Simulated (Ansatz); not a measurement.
The reference is Sc in the hcp (Mg type) structure (space group P6_3/mmc, No. 194; a = 3.2754 Å, c = 5.1051 Å; relaxed with 0.1 eV smearing). Axes: x lies along a and z along c of the hexagonal cell.

All numbers come from PBEsol (Ansatz, an electronic-structure program), scalar-relativistic without spin-orbit coupling.

Strains are applied to the cell and any free atomic positions relax.

One change was made to it. Results:

The shortest interatomic distance shrinks by 0.0503 Å to 3.126 Å; the energy rises by 3.8 meV/atom.

Q: Name the change that was made.
A) tensor shear ε_xz = +1.43 %
B) tensor shear ε_xz = +0.86 %
C) tensor shear ε_xz = +0.29 %
D) tensor shear ε_xz = +2.00 %
E) tensor shear ε_xz = +1.14 %

A: D, tensor shear ε_xz = +2.00 %. For comparison, the energy relative to the base in the other runs: tensor shear ε_xz = +1.43 % gives +1.9 meV/atom; tensor shear ε_xz = +0.86 % gives +0.7 meV/atom; tensor shear ε_xz = +0.29 % gives +0.1 meV/atom; tensor shear ε_xz = +1.14 % gives +1.2 meV/atom.

Whether these cells are dynamically stable was not tested. The final runs are not spin-polarised.
